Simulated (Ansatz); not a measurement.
# AlWB: x(Os) = 0.5, 12 atoms, P-1

The reference is AlWB (space group Cmcm, No. 63; a = 3.1940 Å, b = 13.9143 Å, c = 3.1006 Å).

The other end (x = 1) is AlOsB (space group Cmcm, No. 63; a hypothetical phase, not in the database extracts checked): 11.15 Å³/atom, gap zero; this end may not be an ambient phase.

One thing is altered: a fraction x = 0.5 of the W sites is given to Os, ordered in a cell of 12 atoms (starting symmetry P-1) and fully relaxed.

Computed with PBEsol (Ansatz, a program for electronic structure), no SOC. k-mesh 10×9×6 (Γ-centred); smearing 0.05 eV (Fermi–Dirac), for the changed cell.

- Volume per atom: 11.27 Å³ (base 11.48 Å³)
- Density: 11.05 g/cm³ (base 10.68 g/cm³)
- Shortest interatomic distance: 1.797 Å (base 1.820 Å)
- Band gap: zero (base zero)
- Mixing energy: +0.01 eV/atom (to 0.01 eV only: unlike meshes or grids) (against an end that may be hypothetical)
- Deviation of the volume from the linear (Vegard-type) interpolation: -0.5 %

Final structure:

```yaml
crystal:
  lattice:
    - [4.39391, 0.00000, 0.00000]
    - [-0.05243, 4.40279, 0.00000]
    - [-1.18007, -1.02910, 6.98816]
  atoms:
    - { symbol: Al, position: [0.96464, 0.72551, 0.40227] }
    - { symbol: Al, position: [0.48024, 0.22863, 0.39578] }
    - { symbol: Al, position: [0.03536, 0.27449, 0.59773] }
    - { symbol: Al, position: [0.51976, 0.77137, 0.60422] }
    - { symbol: B, position: [0.88901, 0.63873, 0.06635] }
    - { symbol: B, position: [0.39455, 0.14424, 0.06366] }
    - { symbol: B, position: [0.11099, 0.36127, 0.93365] }
    - { symbol: B, position: [0.60545, 0.85576, 0.93634] }
    - { symbol: W, position: [0.91921, 0.17368, 0.18383] }
    - { symbol: Os, position: [0.40984, 0.68283, 0.19798] }
    - { symbol: W, position: [0.08079, 0.82632, 0.81617] }
    - { symbol: Os, position: [0.59016, 0.31717, 0.80202] }
```

Each cell is one ordered arrangement of few atoms, which overstates ordering effects compared with a random alloy. No phonon test of stability was made. All final runs are without spin polarisation.
